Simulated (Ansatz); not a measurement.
**How the band gap of AlSiCN (P3m1, No. 156, 4 atoms in the cell; start mp-1227998) moves with the method**

No measured value is used here.

| level (code) | value (eV) |
|---|---|
| LDA (Ansatz) | [?] |
| PBEsol (Ansatz) | [?] |
| HSE06 (Ansatz) | 4.43 (indirect) |
| PBE0 (Ansatz) | 5.16 (indirect) |
| G0W0@PBEsol (Ansatz) | 4.73 (indirect) |
| G0W0@PBEsol+SOC (Ansatz) | 4.72 |

Q: What belongs in the gaps?

A: 
- LDA (Ansatz, an electronic-structure program), value (eV): 3.29 (indirect)
- PBEsol (Ansatz), value (eV): 3.27 (indirect)

Computed values are for a static lattice.  HSE06, PBE0: the gap is read on the k mesh or supercell of the run alone and can be too large. G0W0@PBEsol+SOC: spin–orbit coupling enters as the shift of the gap found with a semilocal functional. Values are at the PBEsol cell. Cutoffs and k meshes differ between the levels. Ansatz's density-functional and Hartree–Fock values are scalar-relativistic unless marked +SOC, with PAW data made under PBE.

A start named mp-… is a Materials Project structure, which need not be a measured phase.
